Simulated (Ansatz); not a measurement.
Relaxation of the outer planes of the (211) surface of rock-salt PbTe in its 1x1 cell (cut with top plane Pb + Te, bottom plane Pb + Te), outermost plane spacing 1.34 Å in the ideal cut.

These are PBE (plane waves to 420 eV, PAW; Ansatz, a first-principles code) values and carry that method's errors.

Slab: 18 atoms, Pb9Te9, 10.7 Å thick at the start; k 6x3x1, smearing 0.025 eV, dipole-corrected; all atoms relaxed; held to the start's symmetry, so lower structures may exist; no spin, no spin-orbit, no U.

| plane | atoms | bulk spacing to the next (Å) | relaxed spacing (Å) | change (%) | rumpling (Å) |
|---|---|---|---|---|---|
| 1 | Te + Pb | 1.341 | [?] | [?] | [?] |
| 2 | Te + Pb | 1.341 | 1.474 | 9.9 | 0.02 (Pb outermost) |

**Question.** Some entries are withheld; supply them.

**Answer.** 
- 1, relaxed spacing (Å): 1.003
- 1, change (%): -25.2
- 1, rumpling (Å): 0.39 (Te outermost)
